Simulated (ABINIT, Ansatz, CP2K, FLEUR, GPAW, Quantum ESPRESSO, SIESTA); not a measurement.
# Code comparison for LiH (Fm-3m, 2 atoms in the cell)

Self-consistent single point, at a second geometry (lattice scaled by 0.98). First geometry:

```xyz
2
Lattice="0.0000 2.0428 2.0428 2.0428 0.0000 2.0428 2.0428 2.0428 0.0000" Properties=species:S:1:pos:R:3 pbc="T T T"
Li     0.0000     0.0000     0.0000
H      2.0428     2.0428     2.0428
```

Shared settings, as Ansatz (a quantum-chemistry and plane-wave program) writes them: kpoints.mp_grid.grid = 14 14 14; scf.occupations.method = fixed. Potentials and cutoffs stand in the table.

| code | model | ΔF from the first geometry (meV/atom) | pressure (GPa) | gap on the mesh (eV) | cutoff |
|---|---|---|---|---|---|
| Quantum ESPRESSO | PBE, SSSP 1.1.2 efficiency (PBE) pseudopotentials | -3.0 | 0.07 | 2.982 | 55 Ry |
| SIESTA | GGA PBE, numerical atomic orbitals TZP, PseudoDojo PBE standard norm-conserving potentials (rewritten from UPF to PSML) | -2.0 | 0.41 | 3.109 | grid 350 Ry |
| ABINIT | PBE, norm-conserving pseudopotentials (PseudoDojo nc-sr-05 PBE standard) | -3.0 | 0.05 | 2.986 | 1007 eV |
| Ansatz | PBE, default PAW files | -3.0 | -0.03 | 2.983 | default |
| FLEUR | PBE, all-electron FLAPW (FLEUR), scalar-relativistic valence | -3.0 | – | 2.981 | Kmax 4.5 1/bohr |
| GPAW | PBE, GPAW PAW datasets PBE (gpaw-data 1.0.1) | -1.4 | 0.66 | 2.963 | 850 eV |
| CP2K | PBE, GPW, DZVP-MOLOPT-SR-GTH basis, GTH-PBE potentials (GTH_POTENTIALS) | -6.1 | -0.92 | 2.529 | grid 450 Ry |

A dash marks a value that a program does not give, or that is left out as unsure.

Gaps are read on the mesh.

The spread over the programs that give each value: ΔF from the first geometry within 4.7 meV/atom; pressure within 1.58 GPa; gap on the mesh within 0.580 eV.

SIESTA and CP2K use small atom-centred bases, whose incompleteness enters pressures, forces and empty levels differently from a plane-wave cutoff. FLEUR treats all electrons, but the usual bases taken here (sphere radii, linearisation, local orbitals, empty states) were not tested for convergence, so the values are no reference for the others. Ansatz's pressure is given at a fixed set of plane waves, as the other plane-wave codes print theirs; with its correction for the finite basis it is 0.09 GPa. In the gap, SIESTA (by 0.127) and CP2K (by 0.453) lie more than 0.12 eV from the median of the plane-wave programs.

The starting cell comes from a database of computed structures (which also holds hypothetical and non-ambient phases and stackings), without a prior relaxation at this level. Its lattice was rescaled by a random factor within 2.5 % of one. For this run, on top of that: lattice scaled by 0.98.

Keys are those of Ansatz 0.2.
